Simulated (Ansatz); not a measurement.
C interstitial started as a split pair with N in metastable zinc-blende AlN (start: split with N; 64-site cell, 2×2×2 shifted sampling). Method: PBE, PAW (plane waves to 420 eV; Ansatz, an electronic-structure program). Total energies of the localised charge states, counted from that of charge +2, and their image corrections (point charge with alignment); the host's valence-band maximum lies at 6.722 eV on the cells' energy zero and its gap is 3.31 eV.

| charge | moment (μB) | E − E(first) (eV) | correction (eV) |
|---|---|---|---|
| +2 | not spin-polarised | 0.000 | 1.238 |
| +1 | 1.0 | 8.905 | 0.389 |
| 0 | 2.0 | 18.373 | 0.000 |
| −1 | 1.0 | 27.977 | 0.092 |

Derive the transition levels above the valence-band maximum and say which of them are thermodynamic.

A level is the Fermi energy at which two charges have equal formation energy: ε(q/q′) = [E(q′) + corr(q′) − E(q) − corr(q)] / (q − q′) − E_VBM.
ε(+2/+1) = [(8.905 + 0.389) − (0.000 + 1.238)] / 1 − 6.722 = 1.33 eV
ε(+1/0) = [(18.373 + 0.000) − (8.905 + 0.389)] / 1 − 6.722 = 2.36 eV
ε(0/−1) = [(27.977 + 0.092) − (18.373 + 0.000)] / 1 − 6.722 = 2.97 eV
Thermodynamic levels at least 0.1 eV inside the gap: (+2/+1) at 1.33 eV; (+1/0) at 2.36 eV; (0/−1) at 2.97 eV. Corrections reach 1.24 eV, so the outer levels may be off by several tenths of an eV. Only the charges listed were compared. The geometries come from one start. Flagged in the runs: a strain field that reaches the edge of the cell.
